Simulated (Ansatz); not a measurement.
A computed series for WSi2: response to strain

Consider WSi$_{2}$ (space group I4/mmm, No. 139; a = 3.185 Å, c = 7.773 Å; relaxed with 0.1 eV smearing).

Strains are applied to the cell and any free atomic positions relax.

Calculations: LDA (Ansatz, a quantum-chemistry and plane-wave program, PAW, no spin-orbit coupling).

Notes on the quantities. energy relative to the base: free energy F; pressure: mean of the normal stresses, compression positive.

```tsv
change	energy relative to the base	pressure	shortest interatomic distance
base	0 meV/atom	0.0 GPa	257.1 pm
isotropic strain −3.00 %	+88 meV/atom	26.7 GPa	251.3 pm
isotropic strain −2.50 %	+60 meV/atom	21.4 GPa	252.3 pm
isotropic strain −2.00 %	+38 meV/atom	16.5 GPa	253.3 pm
isotropic strain −1.50 %	+21 meV/atom	12.0 GPa	254.3 pm
isotropic strain −1.00 %	+9.1 meV/atom	7.7 GPa	255.2 pm
isotropic strain +0.50 %	+2.2 meV/atom	-3.5 GPa	257.9 pm
isotropic strain +1.50 %	+19 meV/atom	-9.7 GPa	259.6 pm
isotropic strain +2.50 %	+51 meV/atom	-15.0 GPa	261.2 pm
isotropic strain +3.00 %	+72 meV/atom	-17.3 GPa	262.0 pm
```

No phonon test of stability was made. All final runs are without spin polarisation.
